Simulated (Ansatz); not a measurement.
Base system: TiO2 in the rutile structure (space group P4_2/mnm, No. 136; a = 4.591 Å, c = 2.939 Å). Axes: x, y, z lie along a, b, c of the conventional cell.

All numbers come from PBEsol (Ansatz, a program for electronic structure, PAW, spin-orbit coupling left out).

Modification: uniaxial strain ε_zz = −1.80 %, all other strain components held at zero; the atoms relax in the strained cell.

Q: Predict the stress tensor and what it implies for the stiffness.

A: Stress of the strained cell less that of the base (GPa, compression positive):
```
   3.02    0.00    0.00
   0.00    3.02    0.00
   0.00    0.00    9.50
```

Then −Δσ_ii/ε with ε = -0.0180 gives secant stiffness values (nonlinear terms included at this strain): C33 ≈ 528 GPa, C13 ≈ 168 GPa and C23 ≈ 168 GPa.

As a check, the harmonic strain energy −½ V₀ Δσ:ε is 5.5 meV/atom; the computed energy rise is 5.4 meV/atom.

Stability against distortions was not tested. All final runs are without spin polarisation.
